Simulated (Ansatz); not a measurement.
Worked example: relaxation of cell and atoms of NiPtF₆ (R-3, 8 atoms in the cell) in Ansatz (a program for electronic structure).

Level of theory: PBEsol, default PAW files made with PBE (plane waves; Ansatz).

The change in words: atoms on their sites; relax: default → cell and atoms. Reference geometry:
```xyz
8
Lattice="2.4633 1.4222 4.5644 -2.4633 1.4222 4.5644 0.0000 -2.8444 4.5644" Properties=species:S:1:pos:R:3 pbc="T T T"
Ni     0.0000     0.0000     0.0500
Pt     0.0000     0.0000     6.8466
F      1.6043    -0.0423     7.9858
F     -1.6043     0.0423     5.7074
F     -0.7655     1.4105     7.9858
F      0.7655    -1.4105     5.7074
F     -0.8388    -1.3682     7.9858
F      0.8388     1.3682     5.7074
```
Moments meant for the start (each program seeds them in its own way; μB, in the order of the atoms Ni Pt F F F F F F): 2.0 0.0 0.0 0.0 0.0 0.0 0.0 0.0.

Reference input (self-consistent single point, DFT, PBEsol, plane waves, default PAW files made with PBE): basis.ecutwfc = 420 eV; kpoints.mp_grid.grid = 3 3 3; hamiltonian.xc = pbesol; hamiltonian.pseudopotentials = {kind: paw} (the program's default PAW files); magnetization.spin_polarized = true; scf.occupations.method = fermi_dirac; scf.occupations.width = 0.02 eV. This run's input differs from it in these lines:

```diff
@@ -6,3 +6,3 @@
   atoms:
-    - { symbol: Ni, position_ang: [-0.000000, -0.000000, 0.049994], spin: 2.0 }
+    - { symbol: Ni, position_ang: [0.000000, 0.000000, 0.000000], spin: 2.0 }
     - { symbol: Pt, position_ang: [0.000000, 0.000000, 6.846612] }
@@ -25,2 +25,4 @@
   occupations: { method: fermi_dirac, width: 0.02 }
+relax:
+  cell: {}
 output:
```

Log, with long lists cut:

```
   [... SCF lines of the steps left out ...]
relax step   1: F+E_penalty+E_count = -22986.45797262 eV  Δ(F+E_penalty+E_count) = +0.000e0 eV  max|allowed force component| = 1.960e-1 eV/Å  Δτ_max = 0.0000 Å  P = -2.852 GPa  Ω = 95.942 Å³  (15 SCF iters, dr2 threshold 1.00e-7 eV, accepted)
relax step   2: F+E_penalty+E_count = -22986.47951090 eV  Δ(F+E_penalty+E_count) = -2.154e-2 eV  max|allowed force component| = 8.791e-2 eV/Å  Δτ_max = 0.0114 Å  P = -0.930 GPa  Ω = 95.253 Å³  energy of the carried Pulay correction = +3.760e-3 eV  [...]
   [... lines left out ...]
relax step   6: F+E_penalty+E_count = -22986.48247315 eV  Δ(F+E_penalty+E_count) = -2.240e-4 eV  max|allowed force component| = 7.444e-4 eV/Å  Δτ_max = 0.0004 Å  P = +0.007 GPa  Ω = 95.326 Å³  energy of the carried Pulay correction = +1.884e-4 eV  [...]
relax step   7: F+E_penalty+E_count = -22986.48182824 eV  Δ(F+E_penalty+E_count) = +6.449e-4 eV  max|allowed force component| = 7.355e-4 eV/Å  Δτ_max = 0.0000 Å  P = +0.005 GPa  Ω = 95.326 Å³  stress off target by 2.11e-2 GPa  SCF on the basis [...]
basis re-selected at this cell: Δ(F+E_penalty+E_count) = +6.449e-4 eV, ΔP = -0.002 GPa vs the last step
the relaxation is at rest under the 6 symmetry operations that the run kept from its start: a minimum is not shown …
the relaxation's final electronic state is not compared with the one that a single-point calculation of its input finds at the relaxed geometry …
Magnetization: 2.0000 μB (40.0000 up, 38.0000 down)
   [... lines left out ...]
Absolute magnetization: 2.0822 μB (∫|ρ↑−ρ↓|, with the PAW one-centre terms)
Free energy (F): -22986.481828 eV
Fermi energy:    6.647368 eV
  cell:  # Å, volume = 95.3264 Å³
   [... lines left out ...]
    - { symbol: F, position: [0.6004328445041125, 0.8979846430641073, 0.2518733795153176] }
    - { symbol: F, position: [0.3995671554958877, 0.10201535693589298, 0.7481266204846828] }
    - { symbol: F, position: [0.2518733795153175, 0.6004328445041125, 0.8979846430641073] }
    - { symbol: F, position: [0.7481266204846827, 0.39956715549588767, 0.10201535693589281] }
```

The run converged. 

Summary of the result:
| Item | Result |
|---|---|
| Free energy E − TS (on the zero of these files) | -22986.4818 eV |
| Top of the valence band (on the code's own zero) | 6.17 eV |
| Gap on the k-point mesh | 0.98 eV |
| Pressure | 0.01 GPa |
| Size of the cell's spin moment | 2.00 μB |
| Final cell | a = 5.344 Å, b = 5.344 Å, c = 5.344 Å, α = 54.99°, β = 54.99°, γ = 54.99° |
| Final volume per atom | 11.92 Å³ |
| Relaxation steps | 7 |

The starting cell comes from a database of computed structures (which also holds hypothetical and non-ambient phases and stackings), without a prior relaxation at this level. Its lattice was rescaled by up to half a per cent. Spin-orbit coupling is off. With one magnetic atom in the cell only a parallel order is possible. The relaxation keeps the symmetry of its start, so its end need not be a minimum. Ansatz's pressure includes its estimate of the finite-basis (Pulay) stress. Without the estimate this run gives -0.87 GPa.

Keys are those of Ansatz 0.2.
